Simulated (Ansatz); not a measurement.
The parent structure is SiC in the zinc blende structure (space group F-43m, No. 216; a = 4.3563 Å).

It is then changed as follows: cell and atoms relaxed at a pressure of 0.9 GPa.

Levels (all Ansatz, an electronic-structure program, PAW): r2SCAN (500 eV, scalar-relativistic without spin-orbit coupling); HSE06+SOC (420 eV, noncollinear with spin-orbit coupling).

The geometry is relaxed with r2SCAN.

r2SCAN lowest conduction level above the VBM at special points: X 1.71 eV; U 3.54 eV; K 3.54 eV; Γ 6.87 eV
r2SCAN valence-band top at Γ: 0.00, 0.00, 0.00 eV

Q: How does going to HSE06+SOC change the lowest conduction level above the VBM at special points and valence-band top at Γ?

A: The lowest conduction level above the VBM at special points becomes X 2.22 eV; U 4.09 eV; K 4.09 eV; Γ 7.57 eV (r2SCAN: X 1.71 eV; U 3.54 eV; K 3.54 eV; Γ 6.87 eV); the valence-band top at Γ (three highest Kramers pairs, from the VBM) becomes 0.00, 0.00, -0.02 eV (r2SCAN: 0.00, 0.00, 0.00 eV). The threefold valence maximum splits by Δso ≈ 16 meV.

Single points use the geometry relaxed with r2SCAN. Their cutoffs differ, which shifts pressures a little. HSE06 was sampled on its mesh, a few special points and the semilocal edge points, so its gap is an upper bound. Differences between runs with and without spin-orbit coupling are approximate. The levels and masses belong to the bands next to the band gap. Load acts through the strain it causes; cell and atoms are relaxed under it. Stability against distortions was not tested.
